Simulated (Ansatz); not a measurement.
Base system: Si in the diamond structure (space group Fd-3m, No. 227).

```yaml
crystal:
  lattice:
    - [0.00000, 2.71688, 2.71688]
    - [2.71688, 0.00000, 2.71688]
    - [2.71688, 2.71688, 0.00000]
  atoms:
    - { symbol: Si, position: [0.00000, 0.00000, 0.00000] }
    - { symbol: Si, position: [0.25000, 0.25000, 0.25000] }
```

Cartesian axes are those of the cell as printed.

The values are results of PBEsol (Ansatz, a program for electronic structure, PAW, no spin-orbit coupling), not measurements.

Strains are applied to the cell and any free atomic positions relax; under biaxial strain the out-of-plane vector relaxes too.

One change was made to it. Results:

The volume per atom grows by 0.585 Å³ (20.05 Å³ → 20.64 Å³); the pressure (mean of the normal stresses, compression positive) shrinks by 2.596 GPa, from -0.01 GPa to -2.60 GPa.

Task: What was done to the base?
A) biaxial strain +3.00 %, plane normal [001], relaxed out of plane
B) biaxial strain +1.00 %, plane normal [001], relaxed out of plane
C) biaxial strain −1.00 %, plane normal [001], relaxed out of plane
D) biaxial strain +2.50 %, plane normal [001], relaxed out of plane

Result: D, biaxial strain +2.50 %, plane normal [001], relaxed out of plane. For comparison, the pressure in the other runs: biaxial strain +1.00 %, plane normal [001], relaxed out of plane gives -1.10 GPa; biaxial strain −1.00 %, plane normal [001], relaxed out of plane gives 1.16 GPa; biaxial strain +3.00 %, plane normal [001], relaxed out of plane gives -3.1 GPa.

A case with no gap was solved on a k-mesh chosen for an insulator, which is coarse for it. Whether these cells are dynamically stable was not tested.
